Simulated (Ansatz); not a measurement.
Reference: monolayer ZrS₂, PBE with spin-orbit coupling, rigid bands (plane waves, PAW; Ansatz, a first-principles code); geometry: cell and atoms relaxed with PBE.

```
ZrS2
1.0
    3.68551     0.00000     0.00000
   -1.84275     3.19174     0.00000
    0.00000     0.00000    18.94732
Zr S
1 2
Cartesian
  0.00000   0.00000   9.47366
  0.00000   2.12783  10.92178
  1.84275   1.06391   8.02555
```

* **band gap**: 1.16 eV
* **electron conductivity mass**: 0.53 mₑ
* **hole conductivity mass**: 0.33 mₑ

### Question
Swap Zr for Pt, keeping the structure type. How do these values move?

### Answer
band gap rises (1.16 eV to 1.73 eV); electron conductivity mass falls (0.53 mₑ to 0.45 mₑ); hole conductivity mass rises (0.33 mₑ to 2.0 mₑ).

Moves up to 5 % count as about the same. Masses are for dilute carriers at 300 K, harmonic means over directions unless an axis is named.

Model free-standing layer, not matched to a measured one here: monolayer PtS2, monolayer ZrS2.
